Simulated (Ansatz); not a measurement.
ZnS (P3m1, No. 156, 40 atoms in the cell; start mp-556732; a measured phase of this formula has another space group), treated with LDA (Ansatz, a quantum-chemistry and plane-wave program, plane waves, PAW).

Run with plane-wave cutoff 520 eV, 12×12×1 k mesh (along the axes of the cell as run), Fermi–Dirac smearing 0.01 eV, scalar-relativistic PAW data made under PBE.

Cell (relaxed at this level):

```
ZnS
1.0
    3.74354     0.00000     0.00000
   -1.87177     3.24200     0.00000
    0.00000     0.00000    61.20938
Zn S
20 20
Direct
  0.33333   0.66667   0.05005
  0.66667   0.33333   0.80005
  0.33333   0.66667   0.70003
  0.00000   0.00000   0.29997
  0.66667   0.33333   0.35005
  0.66667   0.33333   0.49994
  0.66667   0.33333   0.95003
  0.66667   0.33333   0.10003
  0.00000   0.00000   0.64999
  0.33333   0.66667   0.54997
  0.66667   0.33333   0.60005
  0.00000   0.00000   0.00011
  0.00000   0.00000   0.44997
  0.33333   0.66667   0.40000
  0.00000   0.00000   0.89999
  0.00000   0.00000   0.15000
  0.33333   0.66667   0.85002
  0.33333   0.66667   0.19997
  0.00000   0.00000   0.75011
  0.66667   0.33333   0.24993
  0.00000   0.00000   0.33752
  0.66667   0.33333   0.83752
  0.00000   0.00000   0.93745
  0.33333   0.66667   0.88749
  0.66667   0.33333   0.28740
  0.33333   0.66667   0.58751
  0.33333   0.66667   0.08752
  0.00000   0.00000   0.03755
  0.00000   0.00000   0.78755
  0.66667   0.33333   0.38750
  0.33333   0.66667   0.73757
  0.33333   0.66667   0.23743
  0.00000   0.00000   0.48743
  0.66667   0.33333   0.98757
  0.66667   0.33333   0.53740
  0.66667   0.33333   0.63749
  0.66667   0.33333   0.13749
  0.00000   0.00000   0.68745
  0.33333   0.66667   0.43747
  0.00000   0.00000   0.18746
```

### Question
Estimate the band gap that the calculation returns.

### Answer

- band gap = 2.14 eV (direct)

A start named mp-… is a Materials Project structure, which need not be a measured phase.
